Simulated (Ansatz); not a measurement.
GaAs (I-4m2), r2SCAN with spin-orbit coupling, rigid bands (Ansatz, a first-principles code): Condition of this run: biaxial stress in (001) of 3.6 GPa (compression positive) (the target of the relaxation). band gap 1.01 eV, N_c = 4.54e17 cm⁻³ and N_v = 2.80e18 cm⁻³ at 300 K, conductivity masses along z (a = (0.00, 2.75, 2.90) Å; b = (2.75, 0.00, 2.90) Å; c = (2.75, 2.75, 0.00) Å) of 0.0766 mₑ (electrons) and 0.413 mₑ (holes). Take k_BT = 0.02585 eV.

Q: What thermal injection velocity √(2k_BT/πm) limits a ballistic channel along the direction named?

A: 1.94e7 cm/s for electrons and 8.37e6 cm/s for holes, a ratio of √(m_h/m_e) = 2.32, for dilute carriers.

Q: Find the intrinsic carrier density and the intrinsic Fermi level.

A: n_i = √(N_c N_v) exp(−E_g/2k_BT) = 1.13e18 × exp(−19.53) = 3.7e9 cm⁻³. The level lies (k_BT/2) ln(N_v/N_c) = 24 meV from mid-gap (positive towards the conduction band). Each 0.1 eV added to the gap lowers n_i by a factor of 6.9.

Rigid, parabolic bands with the computed gap; masses take one relaxation time for all states. Geometry: cell and atoms relaxed with PBEsol.
